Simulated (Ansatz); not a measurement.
Consider Zr in the hcp (Mg type) structure (space group P6_3/mmc, No. 194; a = 3.144 Å, c = 5.093 Å; relaxed with 0.1 eV smearing). Axes: x lies along a and z along c of the hexagonal cell.

Computed with Ansatz (an electronic-structure program), LDA, PAW, cutoff 420 eV, scalar-relativistic without spin-orbit coupling.

Strains are applied to the cell and any free atomic positions relax.

One change was made to it. Results:

The energy increases by 3.4 meV/atom; the largest internal atomic displacement amounts to 0.054 Å.

### Question
Which of these changes matches the shifts?
A. uniaxial strain ε_xx = −2.00 %
B. uniaxial strain ε_xx = −2.50 %
C. uniaxial strain ε_xx = −1.00 %
D. uniaxial strain ε_xx = +1.50 %

### Answer
A, uniaxial strain ε_xx = −2.00 %. For comparison, the energy relative to the base in the other runs: uniaxial strain ε_xx = −2.50 % gives +5.2 meV/atom; uniaxial strain ε_xx = −1.00 % gives +0.9 meV/atom; uniaxial strain ε_xx = +1.50 % gives +2.0 meV/atom.

Stability against distortions was not tested. The final runs are not spin-polarised.
